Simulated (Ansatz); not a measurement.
Start from BiB in the CsCl type structure (space group Pm-3m, No. 221; a hypothetical phase, not in the database extracts checked; relaxed with 0.1 eV smearing).

```
CELL_PARAMETERS angstrom
      3.35847     0.00000     0.00000
      0.00000     3.35847     0.00000
      0.00000     0.00000     3.35847
ATOMIC_POSITIONS crystal
  B  0.00000 0.00000 0.00000
  Bi 0.50000 0.50000 0.50000
```

Cartesian axes are those of the cell as printed.

Computed with Ansatz (a program for electronic structure), PBE, PAW, cutoff 420 eV, without spin-orbit coupling.

For the base:

The volume per atom is 18.94 Å³.

One thing is altered: compressive biaxial strain of 1.10 % in the plane normal to [110], as in epitaxy on a mismatched substrate; the out-of-plane cell vector and the atoms relax.

**Question.** Estimate the effect on the volume per atom, energy relative to the base and in-plane stress.

**Answer.** The volume per atom falls by 0.06 Å³ (18.94 Å³ → 18.88 Å³); the energy grows by 0.7 meV/atom; the mean in-plane stress (compression positive) amounts to +0.5 GPa.

Stability against distortions was not tested. All final runs are without spin polarisation.
